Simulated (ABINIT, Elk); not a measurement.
An Elk input for a self-consistent single point of Os3W (P6_3/mmc, 8 atoms in the cell) (DFT, PBEsol, all-electron FP-LAPW, Elk's shipped species files, default APW+lo basis):

```
tasks
  0

xctype
  22

rmtscf
  0.86

swidth
  0.00367493

maxscl
  100

avec
   10.2384585219    0.0000005055    0.0000000000
   -5.1192296987    8.8667649228    0.0000000000
    0.0000000000    0.0000000000    8.1431095505

atoms
  2
  'Os.in'
  6
  0.1663710000  0.3327410000  0.2500000000    0.0 0.0 0.0
  0.8336310000  0.6672610000  0.7500000000    0.0 0.0 0.0
  0.8336310000  0.1663710000  0.7500000000    0.0 0.0 0.0
  0.1663710000  0.8336310000  0.2500000000    0.0 0.0 0.0
  0.6672610000  0.8336310000  0.2500000000    0.0 0.0 0.0
  0.3327410000  0.1663710000  0.7500000000    0.0 0.0 0.0
  'W.in'
  2
  0.3333333333  0.6666666667  0.7500000000    0.0 0.0 0.0
  0.6666666667  0.3333333333  0.2500000000    0.0 0.0 0.0

ngridk
  4 4 5
```

Problem. Give the ABINIT input for the same structure, mesh, smearing and functional.

Solution. One input that does it (others would too):

```
# Os3W, JTH v2.0 PBE PAW
pp_dirpath "./"
pseudos "Os.GGA_PBE-JTH.xml, W.GGA_PBE-JTH.xml"
acell 3*1.0 Angstrom
rprim
         5.4179589246    0.0000002675    0.0000000000
        -2.7089796939    4.6920899316    0.0000000000
         0.0000000000    0.0000000000    4.3091480000
natom 8
ntypat 2
znucl 76 74
typat 1 1 1 1 1 1 2 2
xred
         0.1663700000    0.3327400000    0.2500000000
         0.8336300000    0.6672600000    0.7500000000
         0.8336300000    0.1663700000    0.7500000000
         0.1663700000    0.8336300000    0.2500000000
         0.6672600000    0.8336300000    0.2500000000
         0.3327400000    0.1663700000    0.7500000000
         0.3333333333    0.6666666667    0.7500000000
         0.6666666667    0.3333333333    0.2500000000
ecut 40 Ry
pawecutdg 80 Ry
pawovlp -1
pawxcdev 0
ixc -116133
occopt 3
tsmear 0.00367493
nband 48
kptopt 1
ngkpt 4 4 5
nshiftk 1
shiftk 0 0 0
nstep 60
tolvrs 1.0e-10
prtwf 0
prtden 0
enunit 2
```

Basis, cutoffs, solver keys and any potentials are the target program's own. This input uses DFT, PBEsol, plane waves, PAW (JTH v2.0 PBE PAW, files made for PBE).

The starting cell comes from a database of computed structures (which also holds hypothetical and non-ambient phases and stackings), without a prior relaxation at this level. For this run, on top of that: lattice scaled by 0.98.
